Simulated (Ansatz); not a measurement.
A self-consistent single point of ScHg₃ (P6_3/mmc, 8 atoms in the cell) with Ansatz (a first-principles code).

Computed with LDA (PW92), PAW files made with PBE (plane waves; Ansatz).

```
CELL_PARAMETERS angstrom
      6.38221     0.00000     0.00000
     -3.19110     5.52715     0.00000
      0.00000     0.00000     4.79894
ATOMIC_POSITIONS crystal
  Sc 0.66667 0.33333 0.75000
  Sc 0.33333 0.66667 0.25000
  Hg 0.66141 0.83071 0.75000
  Hg 0.33859 0.16930 0.25000
  Hg 0.83071 0.66141 0.25000
  Hg 0.16930 0.33859 0.75000
  Hg 0.16930 0.83071 0.75000
  Hg 0.83071 0.16930 0.25000
```

Reference input (self-consistent single point, DFT, LDA (PW92), plane waves, PAW files made with PBE): kpoints.mp_grid.grid = 4 4 5; hamiltonian.xc = lda; hamiltonian.pseudopotentials = {kind: paw} (the program's default PAW files); scf.occupations.method = gaussian; scf.occupations.width = 0.1 eV. This run's input differs from it in these lines:

Ansatz 0.2 input:
```diff
@@ -15,3 +15,3 @@
 kpoints:
-  mp_grid: { grid: [4, 4, 5] }
+  mp_grid: { grid: [4, 4, 4] }
 hamiltonian:
```

Output (repeated stretches shortened):

```
SCF iter   1: F=—  HF=-85333.800411 eV  |F-HF|=—  |Δ(HF+E_count)|=         —  Δρ=1.18e-1  dr2=5.89e1  ethr=3.10e-3  ⟨swp⟩=4.2  Hψ=2946  notcnv=0  defer=3
all-band conjugate gradients solve this SCF's bands
preconditioner: auto → Kerker (q_TF=auto, 2.650 Å⁻¹)
SCF iter   2: F=—  HF=-85328.429070 eV  |F-HF|=—  |Δ(HF+E_count)|=    5.37e0  Δρ=6.09e-2  dr2=1.89e1  ethr=3.10e-3  ⟨swp⟩=2.0  Hψ=1701  notcnv=0  defer=70
   [... lines left out ...]
SCF iter   7: F=—  HF=-85325.453161 eV  |F-HF|=—  |Δ(HF+E_count)|=   6.45e-5  Δρ=5.90e-5  dr2=1.17e-5  ethr=2.78e-7  ⟨swp⟩=2.0  Hψ=1255  notcnv=0  defer=76
SCF iter   8: F=—  HF=-85325.453077 eV  |F-HF|=—  |Δ(HF+E_count)|=   8.47e-5  Δρ=2.22e-5  dr2=1.61e-6  ethr=8.27e-9  ⟨swp⟩=2.0  Hψ=1474  notcnv=0  defer=76
SCF iter   9: F=—  HF=-85325.453076 eV  |F-HF|=—  |Δ(HF+E_count)|=   2.66e-7  Δρ=8.82e-6  dr2=2.22e-7  ethr=1.14e-9  ⟨swp⟩=2.2  Hψ=1447  notcnv=0  defer=76
SCF iter  10: F=-85325.453076 eV  HF=-85325.453076 eV  |F-HF|=3.19e-9  |Δ(HF+E_count)|=   4.49e-8  Δρ=1.68e-6  dr2=6.16e-9  ethr=7.04e-11  ⟨swp⟩=10.1  Hψ=3492  notcnv=0
SCF 1 converged in 10 iterations: F = -85325.453076 eV  dr2 = 6.16e-9
Free energy (F): -85325.453076 eV
Internal energy: -85325.429954 eV  (E = F + TS)
E sigma→0 (E₀):  -85325.441515 eV
Entropy (-TS):   -0.023122 eV (-2.890 meV/atom)
Fermi energy:    15.609590 eV
--- Forces (eV/Å), atoms counted from 1 ---
  atom   1  Sc     0.00000000     0.00000000     0.00000000
  atom   2  Sc     0.00000000    -0.00000000     0.00000000
  atom   3  Hg     0.01234056     0.00712483     0.00000000
  atom   4  Hg    -0.01234056    -0.00712483     0.00000000
  atom   5  Hg     0.00000000     0.01424966     0.00000000
  atom   6  Hg     0.00000000    -0.01424966     0.00000000
  atom   7  Hg    -0.01234056     0.00712483     0.00000000
  atom   8  Hg     0.01234056    -0.00712483     0.00000000
--- Stress (GPa, compression-positive) ---
       -4.301437      -0.000000       0.000000
        0.000000      -4.301437       0.000000
        0.000000       0.000000      -5.180226
  P = ⅓ Tr σ = -4.5944 GPa (-45.944 kbar)
  The stress holds the Pulay correction. Without it, at fixed plane waves, as pw.x and ABINIT print it: P = -4.6342 GPa
```

The run converged in 10 iterations. Against the reference run the free energy drops by 7.4 meV/atom, the pressure stays near -4.59 GPa while the zz stress (positive for compression) goes from -4.70 to -5.18 GPa and the largest force goes from 0.001 to 0.014 eV/Å.

The starting cell comes from a database of computed structures (which also holds hypothetical and non-ambient phases and stackings), without a prior relaxation at this level. Its lattice was rescaled by a random factor within 2.5 % of one. With a pressure of about -5 GPa the cell is away from its equilibrium volume at this level. Ansatz's pressure includes its estimate of the finite-basis (Pulay) stress.
